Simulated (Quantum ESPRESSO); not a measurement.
Quantum ESPRESSO run on YGa2N3 (Cmc2_1, 12 atoms in the cell): self-consistent single point.

Method: vdW-DF2, PseudoDojo standard norm-conserving (PBE) pseudopotentials (plane waves; Quantum ESPRESSO 7.5).

```
CELL_PARAMETERS angstrom
      5.18006    -2.96721     0.00000
      5.18006     2.96721     0.00000
      0.00000     0.00000     5.29935
ATOMIC_POSITIONS crystal
  Y  0.31172 0.68828 0.97206
  Y  0.68828 0.31172 0.47206
  Ga 0.00757 0.33987 0.98992
  Ga 0.99243 0.66013 0.48992
  Ga 0.66013 0.99243 0.98992
  Ga 0.33987 0.00757 0.48992
  N  0.04608 0.33020 0.35883
  N  0.95392 0.66980 0.85883
  N  0.66980 0.95392 0.35883
  N  0.33020 0.04608 0.85883
  N  0.30448 0.69552 0.41844
  N  0.69552 0.30448 0.91844
```

Reference input (self-consistent single point, DFT, LDA (PW92), plane waves, PseudoDojo standard norm-conserving (LDA) pseudopotentials): ecutwfc = 85 Ry; occupations = smearing; smearing = gaussian; degauss = 0.00147 Ry; potentials = {Y: Y.upf, Ga: Ga.upf, N: N.upf}; K_POINTS = automatic 3 3 3 0 0 0; conv_thr = 1e-09 Ry. This run's input differs from it in these lines:

```diff
@@ -16,2 +16,3 @@
     degauss = 0.00147
+    input_dft = 'vdw-df2'
 /
```

Its files differ too (potentials: PseudoDojo standard norm-conserving (PBE)).

Output, abridged:

```
     Self-consistent Calculation

     iteration #  1     ecut=    85.00 Ry     beta= 0.70

     total energy              =    -903.07506390 Ry
     estimated scf accuracy    <       4.75613688 Ry

     iteration #  2     ecut=    85.00 Ry     beta= 0.70

     total energy              =    -903.68709699 Ry
     estimated scf accuracy    <       8.52153901 Ry

     iteration #  3     ecut=    85.00 Ry     beta= 0.70

     total energy              =    -905.34514257 Ry
     estimated scf accuracy    <       0.20397577 Ry

   [... 8 blocks of this kind left out ...]

     iteration # 12     ecut=    85.00 Ry     beta= 0.70

     total energy              =    -905.41615368 Ry
     estimated scf accuracy    <          6.4E-09 Ry

     iteration # 13     ecut=    85.00 Ry     beta= 0.70
     End of self-consistent calculation

     the Fermi energy is    10.4080 ev

!    total energy              =    -905.41615368 Ry
     estimated scf accuracy    <          2.3E-10 Ry
     smearing contrib. (-TS)   =      -0.00000000 Ry
     internal energy E=F+TS    =    -905.41615368 Ry

     convergence has been achieved in  13 iterations

     Forces acting on atoms (cartesian axes, Ry/au):

     atom    1 type  1   force =     0.00000000   -0.00055748    0.00128182
     atom    2 type  1   force =     0.00000000    0.00055748    0.00128182
     atom    3 type  2   force =    -0.00082456    0.00002245    0.00000155
     atom    4 type  2   force =     0.00082456   -0.00002245    0.00000155
     atom    5 type  2   force =     0.00082456    0.00002245    0.00000155
   [... lines left out ...]

     Total force =     0.009796     Total SCF correction =     0.000028

          total   stress  (Ry/bohr**3)                   (kbar)     P=       71.99
   0.00047976   0.00000000   0.00000000           70.57        0.00        0.00
   0.00000000   0.00048176   0.00000000            0.00       70.87        0.00
   0.00000000   0.00000000   0.00050660            0.00        0.00       74.52

   JOB DONE.
```

The run converged in 13 iterations. Against the reference run the pressure goes from -9.53 to 7.20 GPa, the largest force goes from 0.052 to 0.133 eV/Å and the gap on the mesh goes from 2.314 to 2.374 eV.

The starting cell comes from a database of computed structures (which also holds hypothetical and non-ambient phases and stackings), without a prior relaxation at this level. With a pressure of about 7 GPa the cell is away from its equilibrium volume at this level.

Cost on one core of a shared machine: roughly 4 min.
